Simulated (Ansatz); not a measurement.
The parent structure is MgInGaO4 (space group R3m, No. 160; a = 3.344 Å, c = 25.299 Å (hexagonal axes); a hypothetical phase, not in the database extracts checked).

Modification: every lattice vector is stretched by 1.55 %, atoms relaxed at fixed cell.

Levels (all Ansatz, an electronic-structure program, PAW): PBEsol (420 eV, without spin-orbit coupling); r2SCAN (500 eV, no SOC); HSE06 (420 eV, spin-orbit coupling left out).

At the geometry relaxed with PBEsol, these levels gave the following band gaps, in shuffled order: (a) 3.41 eV, (b) 1.80 eV, (c) 2.44 eV.

Problem. Match each gap to its level.

Solution. (a) HSE06; (b) PBEsol; (c) r2SCAN.

Single points use the geometry relaxed with PBEsol. HSE06 gaps are upper bounds (no full band path). The cells carry an imposed strain or load. Stability against distortions was not tested.
